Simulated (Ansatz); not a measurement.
Defect migration in silicon: interstitial Mg, charge state +2. The step: Mg moves alone to another site; the atom moves 2.36 Å along (0.25, -0.25, -0.25) of the unit cell; the moving atom starts with neighbours 4 Si at 2.52, 6 Si at 2.79 Å and ends with 4 Si at 2.52, 6 Si at 2.79 Å. DFT values are from Ansatz (plane-wave PAW, 420 eV unless said) in a cell of 64 host sites, spin-restricted, static, with no finite-size correction. The charge state is imposed; whether it is stable for some Fermi level was not computed. Sites that were not tried may lie lower. For the PBE band: the saddle point's order was not checked, and it lies on a symmetry element of the cell, where a band can be held.

```tsv
Level	Forward barrier (eV)	Cost of the band or of the saddle's single point
PBE, a 2×2×2 k-point mesh shifted by half a step, band relaxed	1.01	very roughly 60 core-minutes
PBE, a 3×3×3 k-point mesh shifted by half a step, same geometries	1.00	roughly 9 core-minutes
r2SCAN at 500 eV, a 2×2×2 k-point mesh shifted by half a step, same geometries	1.06	roughly 4 core-minutes
```

Ansatz is a first-principles code.
